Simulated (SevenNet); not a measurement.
## C11b WSi₂

The numbers are results of the machine-learned potential SevenNet-0 (trained on PBE and PBE+U data), not measurements.

Cell (relaxed at this level):

```cif
data_Si2W
_chemical_formula_sum 'Si2 W1'
_space_group_name_H-M_alt 'P 1'
_space_group_IT_number 1
_cell_length_a 4.55879
_cell_length_b 4.55879
_cell_length_c 4.55879
_cell_angle_alpha 138.543
_cell_angle_beta 138.543
_cell_angle_gamma 60.072
loop_
_space_group_symop_operation_xyz
  'x, y, z'
loop_
_atom_site_label
_atom_site_type_symbol
_atom_site_fract_x
_atom_site_fract_y
_atom_site_fract_z
_atom_site_occupancy
Si1 Si 0.66605 0.66605 0.00000 1
Si2 Si 0.33395 0.33395 0.00000 1
W1 W 0.00000 0.00000 0.00000 1
```

For C11b WSi₂, the equilibrium lattice constant a is 3.227 Å and the c axis length is 7.893 Å.

Measured, for comparison: lattice constant a 3.214 Å, lattice parameter c 7.831 Å (temperature not stated, not corrected to a static lattice; as tabulated in Pavlosiuk et al. (2022), arXiv:2202.05362). Computed (rounded) less measured: lattice constant a +0.4 %, lattice parameter c +0.8 %.

A machine-learned potential is trained on density-functional data: it inherits that level's misses and adds fitting errors of its own.
